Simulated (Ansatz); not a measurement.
Functionals compared on a constructed model of the (100) surface of 3C silicon carbide, Si-terminated, top plane replaced by N dimers, 2x1 (bottom of the slab: dihydride, held), in Ansatz (plane waves, PAW). The structure was relaxed with PBE; the other rows are single points on it. Cutoff 420 eV (500 eV for r2SCAN).

Slab: 20 atoms, 8.1 Å thick at the start with caps and adatoms (thin: gaps and levels are the slab's own); k 5x9x1, smearing 0.025 eV, dipole-corrected; 8 atoms held, the rest relaxed; start symmetry kept, larger cells not searched; no spin (no spin-polarised run to compare, though such a face may carry moments), no spin-orbit, no U. The slab shows no gap on its mesh. It is one candidate, not shown to be the stable structure of the face. These notes are the PBE run's.

```csv
functional,work function of the top face (eV),rough cost of the single point
PBE,5.66,–
r2SCAN,5.83,around 60 core-seconds (rough)
```

Ansatz is a program for electronic structure.
